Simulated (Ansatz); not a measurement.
## L1₂ (Cu3Au-type) Al3Sc

All values below come from PBE0 in Ansatz (PAW).

Settings: plane-wave cutoff 460 eV, 8×8×8 k mesh, Fermi–Dirac smearing 0.05 eV, scalar-relativistic PAW data made under PBE.

Cell (relaxed at this level):

Al$_{3}$Sc is taken in the cubic space group Pm-3m (No. 221), the Cu3Au type structure, Pearson symbol cP4. Lattice parameters: a = 4.0867 Å, b = 4.0867 Å, c = 4.0867 Å, α = 90.00°, β = 90.00°, γ = 90.00°. Sc on 1a has 12 Al at 2.890 Å and 6 Sc at 4.087 Å. Al on 3c has 8 Al at 2.890 Å and 4 Sc at 2.890 Å (cuboctahedral). (Neighbours: up to the widest gap in distance over summed covalent radii, below 1.35, at either atom.)

For L1₂ (Cu3Au-type) Al3Sc, the bulk modulus comes out as 94.6 GPa and the pressure derivative B′ of the bulk modulus is 4.0.

Measured, for comparison: bulk modulus 91.5 ± 1 GPa (298 K, no zero-point or thermal correction, polycrystal; as tabulated in A Combined Experimental and First-Principles Based Assessment of …). Computed (rounded) less measured: bulk modulus +3 %. A static lattice is as a rule a little smaller and stiffer than an uncorrected measurement, which narrows the difference in the bulk modulus and would widen misses of the other sign.

Static lattice: no zero-point or thermal effects.

Computing time: around 40 core-minutes (rough).

Ansatz is an electronic-structure program.
